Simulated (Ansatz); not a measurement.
Reference: ZnSe (F-43m), r2SCAN with spin-orbit coupling, rigid bands (plane waves, PAW; Ansatz, an electronic-structure program); geometry: cell and atoms relaxed with r2SCAN.

ZnSe is modelled in the cubic space group F-43m (No. 216), the zinc blende structure, Pearson symbol cF8. Cell: a = 5.6658 Å, b = 5.6658 Å, c = 5.6658 Å, α = 90.00°, β = 90.00°, γ = 90.00°. Zn on 4a is coordinated by 4 Se at 2.453 Å (tetrahedral). Se on 4c sees 4 Zn at 2.453 Å (tetrahedral). (Neighbours: up to the widest gap in distance over summed covalent radii, below 1.35, at either atom; cation-cation and far metal-metal contacts left out.)
(The calculation used a cell of 2 atoms; values per cell refer to that cell.)

band gap: 1.74 eV
electron conductivity mass: 0.133 mₑ
hole conductivity mass: 0.68 mₑ
Seebeck coefficient, n-type 1e19 cm⁻³: -81 μV/K

**Question.** Swap Se for S, keeping the structure type. How do these values move?

**Answer.** ZnS (F-43m): volume per atom 22.7 to 19.6 Å³; band gap rises (1.74 eV to 2.68 eV); electron conductivity mass rises (0.133 mₑ to 0.20 mₑ); hole conductivity mass rises (0.68 mₑ to 0.87 mₑ); Seebeck coefficient, n-type 1e19 cm⁻³ rises in size (-81 μV/K to -116 μV/K).

Moves up to 5 % count as about the same. Masses are for dilute carriers at 300 K, harmonic means over directions unless an axis is named. Seebeck coefficients are for the stated density at 300 K, with one relaxation time for all states and whether or not that doping can be reached.
